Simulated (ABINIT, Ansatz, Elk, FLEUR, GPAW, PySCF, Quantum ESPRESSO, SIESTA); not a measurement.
# One structure in several programs: AlN (F-43m, 2 atoms in the cell)

Self-consistent single point.

```
CELL_PARAMETERS angstrom
      0.00000     2.18399     2.18399
      2.18399     0.00000     2.18399
      2.18399     2.18399     0.00000
ATOMIC_POSITIONS crystal
  Al 0.00000 0.00000 0.00000
  N  0.75000 0.75000 0.75000
```

Shared settings, as Ansatz (an electronic-structure program) writes them: kpoints.mp_grid.grid = 5 5 5; scf.occupations.method = fixed. Potentials and cutoffs stand in the table.

```
code                                                                                                                                 model  gap on the mesh (eV)           cutoff
----------------  ------------------------------------------------------------------------------------------------------------------------  --------------------  ---------------
GPAW                                                                         LDA (Perdew-Wang 92), GPAW PAW datasets LDA (gpaw-data 1.0.1)                 3.813           950 eV
Elk                                                    LDA (PW92), all-electron FP-LAPW, Elk's shipped species files, default APW+lo basis                 3.822          default
ABINIT                                                     LDA (PW92), norm-conserving pseudopotentials (PseudoDojo nc-sr-04 LDA standard)                 3.831          1143 eV
Ansatz                                                                                                 LDA (PW92), PAW files made with PBE                 3.814           420 eV
FLEUR                                                         LDA (Perdew-Zunger), all-electron FLAPW (FLEUR), scalar-relativistic valence                 3.813  Kmax 4.5 1/bohr
SIESTA            LDA PW92, numerical atomic orbitals DZP, PseudoDojo LDA standard norm-conserving potentials (rewritten from UPF to PSML)                 3.850      grid 350 Ry
PySCF                            LDA, Gaussian basis gth-dzvp-molopt-sr, GTH pseudopotentials gth-pade, FFT density fitting with multigrid                 3.841      grid 150 Ha
Quantum ESPRESSO                                                                       LDA (PZ), GBRV 1.5 ultrasoft (LDA) pseudopotentials                 3.789            40 Ry
```

Gaps are read on the mesh. Another mesh or the band path gives a smaller gap, so these values are not converged in the mesh.

The spread over the programs that give each value: gap on the mesh within 0.061 eV.

SIESTA and PySCF use small atom-centred bases, whose incompleteness enters pressures, forces and empty levels differently from a plane-wave cutoff. Elk and FLEUR treat all electrons, but the usual bases taken here (sphere radii, linearisation, local orbitals, empty states) were not tested for convergence, so the values are no reference for the others. The same LDA comes in different parametrisations, which differ slightly. In the pressure, SIESTA (by 1.06) and Quantum ESPRESSO (by 1.23) lie more than 1 GPa from the median of the plane-wave programs.

On the base mesh (7 7 7) the same programs gave: Ansatz pressure -4.00 GPa, gap on the mesh 3.542 eV; Quantum ESPRESSO pressure -2.76 GPa, gap on the mesh 3.519 eV; ABINIT pressure -4.82 GPa, gap on the mesh 3.559 eV; GPAW gap on the mesh 3.540 eV; PySCF gap on the mesh 3.555 eV; Elk gap on the mesh 3.549 eV; FLEUR gap on the mesh 3.540 eV; SIESTA pressure -2.86 GPa, gap on the mesh 3.571 eV.

The values differ from the base mesh's, so the mesh still matters here: the table compares the programs at equal settings.

The starting cell comes from a database of computed structures (which also holds hypothetical and non-ambient phases and stackings), without a prior relaxation at this level.

Left out of this page: CP2K (on another mesh).

Keys are those of Ansatz 0.2.
